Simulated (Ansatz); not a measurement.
## What pressure 9 GPa does to MoSi2

The reference is MoSi2 (space group I4/mmm, No. 139; a = 3.217 Å, c = 7.873 Å).

Modification: a hydrostatic pressure of 9 GPa.

Method: PBE in Ansatz (plane waves to 420 eV, PAW, spin-orbit coupling left out). k-mesh 20×20×20 (Γ-centred); smearing 0.05 eV (Fermi–Dirac).

| quantity | base | changed | shift |
|---|---|---|---|
| volume per atom | 13.58 Å³ | 13.04 Å³ | -0.54 Å³ |
| density | 6.20 g/cm³ | 6.46 g/cm³ | +0.255 g/cm³ |
| lattice parameter a | 3.217 Å | 3.171 Å | -0.046 Å |
| c/a ratio | 2.447 | 2.454 | +0.007 |
| shortest interatomic distance | 2.596 Å | 2.575 Å | -0.021 Å |
| enthalpy H = E + PV relative to the base's energy | – | +0.75 eV/atom | – |
| band gap | zero | zero | – |

Final structure:

```
MoSi2
1.0
   -1.58554     1.58554     3.89130
    1.58554    -1.58554     3.89130
    1.58554     1.58554    -3.89130
Si Mo
2 1
Direct
  0.66545   0.66545   0.00000
  0.33455   0.33455   0.00000
  0.00000   0.00000   0.00000
```

Cost of the whole job for the changed cell (relaxation, final SCF and bands): roughly 2.2 core-minutes.

Load acts through the strain it causes; cell and atoms are relaxed under it. No phonon test of stability was made. Competing high-pressure phases were not computed. All final runs are without spin polarisation.

Ansatz is a quantum-chemistry and plane-wave program.
